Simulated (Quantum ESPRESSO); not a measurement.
Quantum ESPRESSO run on Mo₃Se₂S₂ (P1, 14 atoms in the cell): self-consistent single point.

Method: LDA (PZ)+U, GBRV 1.5 ultrasoft (LDA) pseudopotentials (plane waves; Quantum ESPRESSO 7.5).

```
Mo3(SeS)2
1.0
    6.53865     0.00000     0.00000
   -0.19110     6.60648     0.00000
   -0.18723    -0.19909     6.60418
Mo Se S
6 4 4
Direct
  0.59343   0.45458   0.77979
  0.44793   0.77946   0.59029
  0.78816   0.59832   0.44845
  0.40868   0.55102   0.21366
  0.54722   0.21387   0.41130
  0.20986   0.41086   0.54871
  0.75118   0.37773   0.12726
  0.37367   0.12763   0.75013
  0.79201   0.79358   0.78786
  0.20777   0.21163   0.21143
  0.86232   0.27772   0.60690
  0.27201   0.60985   0.86433
  0.61048   0.86606   0.27453
  0.13528   0.72770   0.38535
```

Reference input (self-consistent single point, DFT, LDA (PZ), plane waves, GBRV 1.5 ultrasoft (LDA) pseudopotentials): ecutwfc = 40 Ry; ecutrho = 320 Ry; occupations = smearing; smearing = gauss; degauss = 0.0073499 Ry; potentials = {Mo: mo_lda_v1.uspp.F.UPF, Se: se_lda_v1.uspp.F.UPF, S: s_lda_v1.4.uspp.F.UPF}; K_POINTS = automatic 3 3 3 0 0 0; conv_thr = 1e-09 Ry. This run's input differs from it in these lines:

```diff
@@ -46,2 +46,4 @@
 3 3 3  0 0 0
+HUBBARD {ortho-atomic}
+U Mo-4d 6
```

Output (repeated stretches shortened):

```
     Self-consistent Calculation

     iteration #  1     ecut=    40.00 Ry     beta= 0.70

     =================== HUBBARD OCCUPATIONS ===================
     ------------------------ ATOM    1 ------------------------
     Tr[ns(  1)] =   5.17595
     eigenvalues:
       0.443  0.479  0.511  0.573  0.583
   [... 5 blocks of this kind left out ...]

     Number of occupied Hubbard levels =   30.5927

     Threshold (ethr) on eigenvalues was too large:
     Diagonalizing with lowered threshold

     total energy              =   -1102.99229078 Ry
     estimated scf accuracy    <       1.00473797 Ry

   [... lines left out ...]

     total energy              =   -1102.81897162 Ry
     estimated scf accuracy    <       4.28953823 Ry

     iteration #  3     ecut=    40.00 Ry     beta= 0.70

     total energy              =   -1103.38368776 Ry
     estimated scf accuracy    <       1.10940164 Ry

   [... 95 blocks of this kind left out ...]

     iteration # 99     ecut=    40.00 Ry     beta= 0.70

     total energy              =   -1103.54345339 Ry
     estimated scf accuracy    <       0.00002551 Ry

     iteration #100     ecut=    40.00 Ry     beta= 0.70

     total energy              =   -1103.54362812 Ry
     estimated scf accuracy    <       0.00002342 Ry
     End of self-consistent calculation

     convergence NOT achieved after 100 iterations: stopping

   JOB DONE.
```

The run ended unconverged after 100 iterations. 

The starting cell comes from a database of computed structures (which also holds hypothetical and non-ambient phases and stackings), without a prior relaxation at this level. Spin polarisation is off. The U value is a test value, and with U on an open shell several self-consistent states can exist.

Cost on one core of a shared machine: roughly 40 min.
